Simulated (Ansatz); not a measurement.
Response to strain in CsPbBr3

Base system: CsPbBr3 in the cubic perovskite structure (space group Pm-3m, No. 221).

```yaml
crystal:
  lattice:
    - [6.00278, 0.00000, 0.00000]
    - [0.00000, 6.00278, 0.00000]
    - [0.00000, 0.00000, 6.00278]
  atoms:
    - { symbol: Cs, position: [0.00000, 0.00000, 0.00000] }
    - { symbol: Pb, position: [0.50000, 0.50000, 0.50000] }
    - { symbol: Br, position: [0.50000, 0.00000, 0.50000] }
    - { symbol: Br, position: [0.00000, 0.50000, 0.50000] }
    - { symbol: Br, position: [0.50000, 0.50000, 0.00000] }
```

Strains are applied to the cell and any free atomic positions relax.

Level of theory: Ansatz (a program for electronic structure) PBE, without spin-orbit coupling.

Candidates:
(a) isotropic strain −0.60 %
(b) isotropic strain −1.20 %
(c) isotropic strain −1.80 %
(d) isotropic strain −3.00 %
(e) isotropic strain −2.40 %

Base values:

The width of the top valence band is 1.66 eV.

Problem. Order them by width of the top valence band, highest first.

Solution. (d) isotropic strain −3.00 % (2.25 eV), (e) isotropic strain −2.40 % (2.13 eV), (c) isotropic strain −1.80 % (2.00 eV), (b) isotropic strain −1.20 % (1.89 eV), (a) isotropic strain −0.60 % (1.77 eV)

Spin-orbit coupling, missing from the scalar runs, can matter with Pb. The levels and masses belong to the bands next to the band gap. Stability against distortions was not tested. Many cubic perovskites are stable only at high temperature; tilts and polar distortions were not tested. This is not the structure that CsPbBr3 has at room temperature and ambient pressure.
